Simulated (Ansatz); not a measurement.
An Ansatz (a quantum-chemistry and plane-wave program) run: ZnCu with a change (isotropic strain −2.50 %); plane-wave PAW DFT at the PBEsol level (Ansatz, 420 eV), no SOC.

Input:

Ansatz 0.2 input:
```yaml
crystal:
  lattice:
    - [2.8357734597, 0, 0]
    - [0, 2.8357734597, 0]
    - [0, 0, 2.8357734597]
  atoms:
    - { symbol: Zn, position: [0.5, 0.5, 0.5] }
    - { symbol: Cu, position: [0, 0, 0] }
basis: { ecutwfc: 420, ecutrho_ratio: 4, xc_grid: 2, fft_grid_basis: typed }
kpoints: { mp_grid: { grid: [20, 20, 20] } }
hamiltonian:
  xc: pbesol
  dispersion: none
  pseudopotentials: { kind: paw }
scf: { occupations: { method: fermi_dirac, width: 0.1 }, convergence: { dr2_threshold: 0.0000000002 } }
relax: { f_tol: 0.005, max_steps: 50 }
output: { forces: true, stress: true }
checkpoint: { write: state.ck, write_every: 1000 }
```

Output:

```
Relaxation: its limit of steps is 50 (relax.max_steps)
WARN ansatz: RAYON_NUM_THREADS=1 ignored (pool sized by the plan → 1); use --threads N
Pseudopotentials: kind: paw
Pseudopotential: Zn, paw, valence charge 12
Pseudopotential: Cu, paw, valence charge 19
Functional definition: PBEsol
Crystal: 2 atoms, lattice volume = 22.804 Å³
Basis set: ecut = 420 eV, 461 PW (Γ), exchange–correlation on 40×40×40 points (8 copies of the dense FFT grid, shifted against one another)
Bands: 20, of which v1, the nominal top of the filled ones, is band 16 counted from 1 (15 counted from 0)
Symmetry: 48 space group operations
Space group: Pm-3m (ITA 221), of the structure as read, at distance tolerance 2.8e-5 Å
k-points: 286 of 8000
PAW frozen core: Zn, regenerated for the run's functional, and the local potential with it
PAW frozen core: Cu, regenerated for the run's functional, and the local potential with it
Initial density: superposition of atomic densities (neutral atoms: chi_scale 0, normalization atom), corrected by the library's trained network
Initial wavefunctions: pseudopotential atomic-orbital guess
Eigensolver: davidson
Functional: x = pbesol(κ = 0.804, μ = 0.12345679012345678), c = pbesol(β = 0.046)
SCF iter   1: F=—  HF=-9869.830342 eV  |F-HF|=—  |Δ(HF+E_count)|=         —  Δρ=1.37e-2  dr2=2.23e-2  ethr=1.77e-3  ⟨swp⟩=5.1  Hψ=24344  notcnv=0
all-band conjugate gradients solve this SCF's bands
preconditioner: auto → none
SCF iter   2: F=—  HF=-9869.825692 eV  |F-HF|=—  |Δ(HF+E_count)|=   4.65e-3  Δρ=2.66e-3  dr2=9.80e-4  ethr=7.19e-5  ⟨swp⟩=2.1  Hψ=10915  notcnv=0  defer=36
SCF iter   3: F=—  HF=-9869.825420 eV  |F-HF|=—  |Δ(HF+E_count)|=   2.72e-4  Δρ=9.50e-4  dr2=1.10e-4  ethr=3.16e-6  ⟨swp⟩=1.2  Hψ=6189  notcnv=0  defer=36
SCF iter   4: F=—  HF=-9869.825376 eV  |F-HF|=—  |Δ(HF+E_count)|=   4.33e-5  Δρ=2.51e-4  dr2=7.54e-6  ethr=3.56e-7  ⟨swp⟩=2.0  Hψ=8584  notcnv=0  defer=36
SCF iter   5: F=—  HF=-9869.825360 eV  |F-HF|=—  |Δ(HF+E_count)|=   1.63e-5  Δρ=4.39e-5  dr2=1.29e-7  ethr=2.43e-8  ⟨swp⟩=2.0  Hψ=8609  notcnv=0  defer=36
SCF iter   6: F=—  HF=-9869.825359 eV  |F-HF|=—  |Δ(HF+E_count)|=   1.48e-6  Δρ=5.60e-6  dr2=2.53e-9  ethr=4.15e-10  ⟨swp⟩=2.1  Hψ=9745  notcnv=0  defer=36
SCF iter   7: F=—  HF=-9869.825359 eV  |F-HF|=—  |Δ(HF+E_count)|=   5.44e-9  Δρ=1.18e-6  dr2=1.44e-10  ethr=1.00e-12  ⟨swp⟩=5.2  Hψ=24001  notcnv=0
SCF iter   8: F=-9869.825359 eV  HF=-9869.825359 eV  |F-HF|=3.64e-12  |Δ(HF+E_count)|=  8.73e-11  Δρ=3.49e-8  dr2=9.12e-14  ethr=1.00e-12  ⟨swp⟩=4.1  Hψ=20190  notcnv=0
SCF 1 converged in 8 iterations: F = -9869.825359 eV  dr2 = 9.12e-14
relax step   1: F+E_penalty+E_count = -9869.82535865 eV  Δ(F+E_penalty+E_count) = +0.000e0 eV  max|allowed force component| = 4.766e-30 eV/Å  Δτ_max = 0.0000 Å  (8 SCF iters, accepted)
the relaxation is at rest under the 48 symmetry operations that the run kept from its start: a minimum is not shown …
SCF converged after 8 iterations
Free energy (F): -9869.825359 eV
Harris-Foulkes:  -9869.825359 eV  (|F-HF|=3.64e-12)
Internal energy: -9869.810318 eV  (E = F + TS)
E sigma→0 (E₀):  -9869.817838 eV
Entropy (-TS):   -0.015040 eV (-7.520 meV/atom)
Fermi energy:    16.590611 eV
--- Per-component energies (eV) ---
  E_band       = -262.296534
  E_kinetic    = 435.068422
  E_local      = -5512.930144  (includes V_loc(G=0)·N_el)
  E_nonlocal   = 1002.495581
  E_hartree    = 2411.500187
  E_xc         = -227.952785
  E_vxc        = -172.140435  (∫ρ·V_xc dr)
  E_paw        = -3412.688567  (= ΣΔE_a)
  E_vpaw       = -837.790337  (= ΣTr[D̂ρ^β])
  E_aug_tail   = 0.000010  (compensation charges beyond the density's cutoff)
  E_ewald      = -4566.306579
  E_core_change = 1.003557  (= ΣΔE_core)
  E_smearing   = -0.015040  (= −TS)
  E_closure    = 0.000000  (closes the sum)
  Σ components = -9869.825359   (vs F -9869.825359, Δ=0.00e0)
  [band-id]    e_kinetic+e_local+e_nonlocal+2·e_hartree+e_vxc+e_vpaw+e_augmentation_tail = -262.296530   (vs E_band -262.296534, Δ=3.87e-6)
--- Forces (eV/Å), atoms counted from 1 ---
  atom   1  Zn     0.00000000     0.00000000     0.00000000
  atom   2  Cu    -0.00000000     0.00000000     0.00000000
  max |Σ_I F_I| component: 7.30e-30 eV/Å
--- Stress (GPa, compression-positive) ---
       12.543723       0.000000       0.000000
       -0.000000      12.543723      -0.000000
        0.000000       0.000000      12.543723
  P = ⅓ Tr σ = 12.5437 GPa (125.437 kbar)
  The stress holds the Pulay correction. Without it, at fixed plane waves, as pw.x and ABINIT print it: P = 12.3767 GPa
  The stress includes an estimate of the error left by incomplete SCF convergence (largest component -0.0000 GPa).
--- Band table ---
  band table: none
--- Relaxed structure (1 steps of the walk, 1 accepted, 0 SCFs on fresh bases) ---
  F+E_penalty+E_count = -9869.82535865 eV   max|allowed force component| = 4.766e-30 eV/Å
  atoms:
    - { symbol: Zn, position: [0.5, 0.5, 0.5] }
    - { symbol: Cu, position: [0.0, 0.0, 0.0] }
```

Whether these cells are dynamically stable was not tested. The final runs are not spin-polarised. The cell was made from ZnCu in the CsCl type structure (space group Pm-3m, No. 221) by this change: isotropic strain −2.50 %.
